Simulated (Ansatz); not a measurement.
Output of an Ansatz run (abridged):

```
WARN ansatz: RAYON_NUM_THREADS=1 ignored (pool sized by the plan → 1); use --threads N
Pseudopotentials: kind: paw
Pseudopotential: La, paw, valence charge 11
Pseudopotential: Pd, paw, valence charge 18
Crystal: 4 atoms, lattice volume = 101.521 Å³
Basis set: ecut = 420.4159175005146 eV, 1999 PW (Γ)
Bands: 35, of which v1, the nominal top of the filled ones, is band 29 counted from 1 (28 counted from 0)
Symmetry: 2 space group operations
Space group: Cm (ITA 8), of the structure as read, at distance tolerance 4.7e-5 Å
k-points: 72 of 245 (time reversal used)
PAW frozen core: La, regenerated for the run's functional, and the local potential with it
PAW frozen core: Pd, regenerated for the run's functional, and the local potential with it
Initial density: superposition of atomic densities (neutral atoms: chi_scale 0, normalization atom), corrected by the library's trained network
Initial wavefunctions: pseudopotential atomic-orbital guess
Eigensolver: davidson
Functional: x = slater, c = lda
SCF iter   1: F=—  HF=-25844.474483 eV  |F-HF|=—  |Δ(HF+E_count)|=         —  Δρ=8.09e-3  dr2=6.88e-2  ethr=1.77e-3  ⟨swp⟩=7.8  Hψ=11752  notcnv=0
all-band conjugate gradients solve this SCF's bands
preconditioner: auto → Kerker (q_TF=auto, 2.485 Å⁻¹)
SCF iter   2: F=—  HF=-25844.466109 eV  |F-HF|=—  |Δ(HF+E_count)|=   8.37e-3  Δρ=3.46e-3  dr2=1.60e-2  ethr=1.19e-4  ⟨swp⟩=3.0  Hψ=5598  notcnv=0  defer=76
SCF iter   3: F=—  HF=-25844.464282 eV  |F-HF|=—  |Δ(HF+E_count)|=   1.83e-3  Δρ=1.89e-3  dr2=4.62e-3  ethr=2.75e-5  ⟨swp⟩=2.3  Hψ=3631  notcnv=0  defer=76
SCF iter   4: F=—  HF=-25844.463292 eV  |F-HF|=—  |Δ(HF+E_count)|=   9.90e-4  Δρ=3.49e-4  dr2=2.34e-4  ethr=7.96e-6  ⟨swp⟩=2.4  Hψ=3673  notcnv=0  defer=76
SCF iter   5: F=—  HF=-25844.463257 eV  |F-HF|=—  |Δ(HF+E_count)|=   3.46e-5  Δρ=1.24e-4  dr2=2.36e-5  ethr=4.04e-7  ⟨swp⟩=2.1  Hψ=3536  notcnv=0  defer=76
SCF iter   6: F=—  HF=-25844.463261 eV  |F-HF|=—  |Δ(HF+E_count)|=   3.64e-6  Δρ=2.29e-5  dr2=6.26e-7  ethr=4.07e-8  ⟨swp⟩=2.2  Hψ=4278  notcnv=0  defer=76
SCF iter   7: F=—  HF=-25844.463261 eV  |F-HF|=—  |Δ(HF+E_count)|=   3.25e-9  Δρ=1.78e-5  dr2=4.11e-7  ethr=1.72e-10  ⟨swp⟩=14.7  Hψ=14891  notcnv=0
SCF iter   8: F=-25844.463261 eV  HF=-25844.463261 eV  |F-HF|=4.11e-8  |Δ(HF+E_count)|=   5.38e-8  Δρ=6.39e-6  dr2=5.25e-8  ethr=1.72e-10  ⟨swp⟩=3.4  Hψ=10383  notcnv=0
SCF 1 converged in 8 iterations: F = -25844.463261 eV  dr2 = 5.25e-8
SCF converged after 8 iterations
Free energy (F): -25844.463261 eV
Harris-Foulkes:  -25844.463261 eV  (|F-HF|=4.11e-8)
Internal energy: -25844.449352 eV  (E = F + TS)
E sigma→0 (E₀):  -25844.456306 eV
Entropy (-TS):   -0.013909 eV (-3.477 meV/atom)
Fermi energy:    13.791299 eV
--- Per-component energies (eV) ---
  E_band       = -544.092876
  E_kinetic    = 1416.414584
  E_local      = -6051.005733  (includes V_loc(G=0)·N_el)
  E_nonlocal   = 642.260816
  E_hartree    = 2484.065225
  E_xc         = -612.967274
  E_vxc        = -718.601874  (∫ρ·V_xc dr)
  E_paw        = -17734.613967  (= ΣΔE_a)
  E_vpaw       = -801.288854  (= ΣTr[D̂ρ^β])
  E_aug_tail   = 0.000374  (compensation charges beyond the density's cutoff)
  E_ewald      = -5990.610278
  E_core_change = 2.006900  (= ΣΔE_core)
  E_smearing   = -0.013909  (= −TS)
  E_closure    = 0.000000  (closes the sum)
  Σ components = -25844.463261   (vs F -25844.463261, Δ=0.00e0)
--- Forces (eV/Å), atoms counted from 1 ---
  atom   1  La     0.00000000    -0.09108305    -0.16504308
  atom   2  La     0.00000000     0.09274583     0.07895204
  atom   3  Pd     0.00000000     0.03234217     0.02486717
  atom   4  Pd     0.00000000    -0.03395988     0.06122297
  max |Σ_I F_I| component: 4.51e-5 eV/Å
--- Stress (GPa, compression-positive) ---
       -4.802655       0.000000       0.000000
        0.000000      -4.800485       0.059164
        0.000000       0.059164      -4.893773
  P = ⅓ Tr σ = -4.8323 GPa (-48.323 kbar)
  The stress holds the Pulay correction. Without it, at fixed plane waves, as pw.x and ABINIT print it: P = -4.8455 GPa
--- Band table (eV; the first three rows and the last of 72) ---
  k-point 0: bands = ["-70.7462", "-70.7402", "-36.5567", "-36.5485", "-36.5271", "-36.5254", "-36.5189", "-36.5046", "-18.9707", "-18.8383", "-3.0373", "-2.7901", "-2.4326", "-2.3345", "-2.3092", "-2.2797", "8.8126", "9.6161", "9.6999", "9.8585", [...]
  k-point 1: bands = ["-70.7458", "-70.7406", "-36.5579", "-36.5504", "-36.5265", "-36.5218", "-36.5195", "-36.5053", "-18.9558", "-18.8483", "-2.9683", "-2.8001", "-2.4291", "-2.4165", "-2.3535", "-2.3497", "9.2456", "9.6281", "9.8390", "10.0230", [...]
  k-point 2: bands = ["-70.7450", "-70.7414", "-36.5599", "-36.5527", "-36.5252", "-36.5208", "-36.5158", "-36.5074", "-18.9194", "-18.8768", "-2.7886", "-2.7725", "-2.6269", "-2.5424", "-2.4144", "-2.3832", "9.8581", "10.0567", "10.2133", [...]
  k-point 71: bands = ["-70.7458", "-70.7406", "-36.5580", "-36.5504", "-36.5266", "-36.5219", "-36.5195", "-36.5053", "-18.9123", "-18.8881", "-2.9701", "-2.8366", "-2.4758", "-2.4705", "-2.3508", "-2.2911", "9.6542", "9.8288", "10.1788", [...]
```

The structure:

```xyz
4
Lattice="1.9870 -5.5005 0.0000 1.9870 5.5005 0.0000 0.0000 0.0000 4.6444" Properties=species:S:1:pos:R:3 pbc="T T T"
La     1.9870    -4.0134     3.5333
La     1.9870     4.0134     1.1611
Pd     1.9870    -0.9594     3.4833
Pd     1.9870     0.9594     1.1611
```

**Question.** What input produced this log?

**Answer.** Other spellings and defaults could give the same log, and not every line can be read from it. The input that was run (DFT, LDA (PW92), plane waves, default PAW files made with PBE):

Ansatz 0.2 input:
```yaml
# LaPd
crystal:
  lattice:
    - [1.98698600, -5.50051900, 0.00000000]
    - [1.98698600, 5.50051900, 0.00000000]
    - [0.00000000, 0.00000000, 4.64436500]
  atoms:
    - { symbol: La, position: [0.86482000, 0.13518000, 0.76076600] }
    - { symbol: La, position: [0.13518000, 0.86482000, 0.25000000] }
    - { symbol: Pd, position: [0.58721000, 0.41279000, 0.75000000] }
    - { symbol: Pd, position: [0.41279000, 0.58721000, 0.25000000] }
basis:
  ecutwfc: 30.9 Ry
kpoints:
  mp_grid:
    grid: [7, 7, 5]
hamiltonian:
  xc: lda
  pseudopotentials:
    kind: paw
scf:
  occupations:
    method: gaussian
    width: 0.0073 Ry
output:
  forces: true
  eigenvalues: true
  stress: true
```

The starting cell comes from a database of computed structures (which also holds hypothetical and non-ambient phases and stackings), without a prior relaxation at this level. Its lattice was rescaled by up to half a per cent. One atom was moved a little off its site on purpose. Spin polarisation is off. With a pressure of about -5 GPa the cell is away from its equilibrium volume at this level. Ansatz's pressure includes its estimate of the finite-basis (Pulay) stress.

Ansatz is an electronic-structure program.
